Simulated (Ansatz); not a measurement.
## What isotropic strain +3.27 % does to TiSi2

Start from TiSi$_{2}$ (space group Cmcm, No. 63; a = 3.527 Å, b = 13.517 Å, c = 3.565 Å).

Modification: an isotropic linear strain of +3.27 %, atoms relaxed at fixed cell.

Computed with Ansatz (an electronic-structure program), r2SCAN, PAW, cutoff 500 eV, scalar-relativistic without spin-orbit coupling. k-mesh 14×14×13 (Γ-centred); smearing 0.05 eV (Fermi–Dirac).

- Volume per atom = 15.60 Å³ (base 14.16 Å³)
- Space group = Cmcm (No. 63) (base Cmcm (No. 63))
- Shortest interatomic distance = 2.420 Å (base 2.380 Å)
- Energy relative to the base (free energy F) = +53 meV/atom
- Pressure (mean of the normal stresses, compression positive) = -10.9 GPa (base 0.0 GPa)
- Band gap = zero (base zero)
- Largest internal atomic displacement = 0.029 Å

Final structure:

```
CELL_PARAMETERS angstrom
      1.82096    -6.97937     0.00000
      1.82096     6.97937     0.00000
      0.00000     0.00000     3.68176
ATOMIC_POSITIONS crystal
  Si 0.94374 0.05626 0.75000
  Si 0.05626 0.94374 0.25000
  Si 0.25009 0.74991 0.75000
  Si 0.74991 0.25009 0.25000
  Ti 0.60474 0.39526 0.75000
  Ti 0.39526 0.60474 0.25000
```

Cost of the whole job for the changed cell (relaxation, final SCF and bands): roughly 12 core-minutes.

No phonon test of stability was made. The final runs are not spin-polarised.
